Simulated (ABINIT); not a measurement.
# Input and output of a self-consistent single point for SnBr2 (P4_2/mnm, 6 atoms in the cell) (ABINIT)

Computed with PBEsol, PAW (JTH v2.0 PBE PAW, files made for PBE) (plane waves; ABINIT).

The input file:

```
# SnBr2, JTH v2.0 PBE PAW
pp_dirpath "./"
pseudos "Sn.GGA_PBE-JTH.xml, Br.GGA_PBE-JTH.xml"
acell 6.9786240000 6.9786240000 4.3829890000 Angstrom
rprim
         1.0000000000    0.0000000000    0.0000000000
         0.0000000000    1.0000000000    0.0000000000
         0.0000000000    0.0000000000    1.0000000000
natom 6
ntypat 2
znucl 50 35
typat 1 1 2 2 2 2
xcart
         0.0000000000    0.0000000000    0.0000000000
         6.5938440434    6.5938440434    4.1413244086
         3.9386349240    3.9386349240    0.0000000000
         9.2490531628    9.2490531628    0.0000000000
         2.6552091194   10.5324789674    4.1413244086
        10.5324789674    2.6552091194    4.1413244086
ecut 544 eV
pawecutdg 1088 eV
pawxcdev 0
ixc -116133
occopt 1
nband 32
kptopt 1
ngkpt 3 3 4
nshiftk 1
shiftk 0 0 0
nstep 50
tolvrs 1.0e-11
diemac 9
prtwf 0
prtden 0
```

Output, abridged:

```
 Symmetries : space group P4_2/m n m (#136); Bravais tP (primitive tetrag.)

 -outvars: echo values of preprocessed input variables --------
            acell      1.3187688144E+01  1.3187688144E+01  8.2826488535E+00 Bohr
           diemac      9.00000000E+00
             ecut      1.99916330E+01 Hartree
              ixc     -116133
         kptrlatt        3    0    0      0    3    0      0    0    4
          kptrlen      3.31305954E+01
            natom           6
            nband          32
            ngfft          54      54      36
          ngfftdg          80      80      48
             nkpt           9
            nstep          50
             nsym          16
           ntypat           2
        pawecutdg      3.99832660E+01 Hartree
         pawxcdev           0
          spgroup         136
           tolvrs      1.00000000E-11
            typat      1  1  2  2  2  2
           useylm           1
             xred     -1.0916041265E-09 -1.0916041265E-09 -1.0941642176E-09
                       4.9999999891E-01  4.9999999891E-01  4.9999999891E-01
                       2.9865999870E-01  2.9865999870E-01 -1.0941642176E-09
                       7.0133999912E-01  7.0133999912E-01 -1.0941642176E-09
                       2.0133999912E-01  7.9865999870E-01  4.9999999891E-01
                       7.9865999870E-01  2.0133999912E-01  4.9999999891E-01
            znucl       50.00000   35.00000

== DATASET  1 ==================================================================

 Real(R)+Recip(G) space primitive vectors, cartesian coordinates (Bohr,Bohr^-1):
 R(1)= 13.1876881  0.0000000  0.0000000  G(1)=  0.0758283  0.0000000  0.0000000
 R(2)=  0.0000000 13.1876881  0.0000000  G(2)=  0.0000000  0.0758283  0.0000000
 R(3)=  0.0000000  0.0000000  8.2826489  G(3)=  0.0000000  0.0000000  0.1207343
 Unit cell volume ucvol=  1.4404779E+03 bohr^3
 Angles (23,13,12)=  9.00000000E+01  9.00000000E+01  9.00000000E+01 degrees

 Coarse grid specifications (used for wave-functions):

 getcut: wavevector=  0.0000  0.0000  0.0000  ngfft=  54  54  36
         ecut(hartree)=     19.992   => boxcut(ratio)=   2.03440

 Fine grid specifications (used for densities):

 getcut: wavevector=  0.0000  0.0000  0.0000  ngfft=  80  80  48
         ecut(hartree)=     39.983   => boxcut(ratio)=   2.03595

   9.59449387E+03                                ecore*ucvol(ha*bohr**3)

_setup2: Arith. and geom. avg. npw (full set) are    6148.417    6148.408

--- !BeginCycle
solver: {iscf: 17, nstep: 50, nline: 4, wfoptalg: 10, }
tolerances: {tolvrs: 1.00E-11, }
...

     iter   Etot(hartree)      deltaE(h)  residm     nres2
 ETOT  1  -193.73371316289    -1.937E+02 1.420E-01 2.020E+00
 ETOT  2  -193.98126900865    -2.476E-01 6.273E-03 6.711E-01
 ETOT  3  -193.97612569815     5.143E-03 4.974E-03 8.275E-02
 ETOT  4  -193.97612772936    -2.031E-06 2.164E-03 1.510E-02
 ETOT  5  -193.97618228924    -5.456E-05 2.134E-03 4.316E-04
 ETOT  6  -193.97618783663    -5.547E-06 6.421E-04 7.053E-05
   [... 3 lines left out ...]
 ETOT 10  -193.97619010309    -4.645E-09 9.105E-05 3.929E-08
 ETOT 11  -193.97619010402    -9.312E-10 1.369E-04 1.476E-09
 ETOT 12  -193.97619010406    -4.346E-11 9.818E-05 2.728E-10
 ETOT 13  -193.97619010407    -9.237E-12 1.414E-04 3.398E-11
 ETOT 14  -193.97619010407    -2.160E-12 9.913E-05 5.121E-12

 At SCF step   14       nres2   =  5.12E-12 < tolvrs=  1.00E-11 =>converged.

 Cartesian components of stress tensor (hartree/bohr^3)
  sigma(1 1)=  3.14532587E-06  sigma(3 2)=  0.00000000E+00
  sigma(2 2)=  3.14532587E-06  sigma(3 1)=  0.00000000E+00
  sigma(3 3)=  7.15511424E-06  sigma(2 1)=  0.00000000E+00

 ----iterations are completed or convergence reached----

 reduced coordinates (array xred) for    6 atoms
      -0.000000001092     -0.000000001092     -0.000000001094
       0.499999998908      0.499999998908      0.499999998906
       0.298659998696      0.298659998696     -0.000000001094
       0.701339999121      0.701339999121     -0.000000001094
       0.201339999121      0.798659998696      0.499999998906
       0.798659998696      0.201339999121      0.499999998906
 cartesian forces (eV/Angstrom) at end:
    1     -0.00000000000000     0.00000000000000    -0.00000000000000
    2     -0.00000000000000     0.00000000000000    -0.00000000000000
    3     -0.00714473491419    -0.00714473491419    -0.00000000000000
    4      0.00714473491419     0.00714473491419    -0.00000000000000
    5      0.00714473491419    -0.00714473491419    -0.00000000000000
    6     -0.00714473491419     0.00714473491419    -0.00000000000000
 frms,max,avg= 4.7631566E-03 7.1447349E-03   0.000E+00  0.000E+00  0.000E+00 e/A
 length scales= 13.187688144383 13.187688144383  8.282648853450 bohr
              =  6.978624000000  6.978624000000  4.382989000000 angstroms
 Fermi (or HOMO) energy (hartree) =   0.00648   Average Vxc (hartree)=  -0.30260
 Eigenvalues (hartree) for nkpt=   9  k points:
 kpt#   1, nband= 32, wtk=  0.02778, kpt=  0.0000  0.0000  0.0000 (reduced coord)
  -0.77441   -0.77393   -0.77367   -0.77367   -0.77366   -0.77365   -0.77347   -0.77344
  -0.77311   -0.77311   -0.54260   -0.52654   -0.52654   -0.52115   -0.27702   -0.18981
  -0.13713   -0.13713   -0.11892   -0.10454   -0.08884   -0.08323   -0.07644   -0.07644
  -0.05959   -0.05959   -0.04571    0.00124    0.06300    0.06300    0.09578    0.15794
 prteigrs : prtvol=0 or 1, do not print more k-points.

--- !EnergyTerms
comment             : Components of total free energy in Hartree
kinetic             :  4.24961218785912E+01
hartree             :  7.53327737949002E+01
xc                  : -3.80042014255062E+01
Ewald energy        : -1.19437362879882E+02
psp_core            :  6.66063266273965E+00
local_psp           : -2.02483033859546E+02
spherical_terms     :  4.14588799890481E+01
total_energy        : -1.93976189839655E+02
total_energy_eV     : -5.27836056142709E+03
...

-Cartesian components of stress tensor (GPa)         [Pressure= -1.3186E-01 GPa]
- sigma(1 1)=  9.25386665E-02  sigma(3 2)=  0.00000000E+00
- sigma(2 2)=  9.25386665E-02  sigma(3 1)=  0.00000000E+00
- sigma(3 3)=  2.10510693E-01  sigma(2 1)=  0.00000000E+00

 Calculation completed.
```

The run converged in 14 iterations.

The starting cell comes from a database of computed structures (which also holds hypothetical and non-ambient phases and stackings), without a prior relaxation at this level. Its lattice was rescaled by a random factor within 2.5 % of one. The potentials were made for another functional than the one used.

Cost on one core of a shared machine: roughly 3 min.
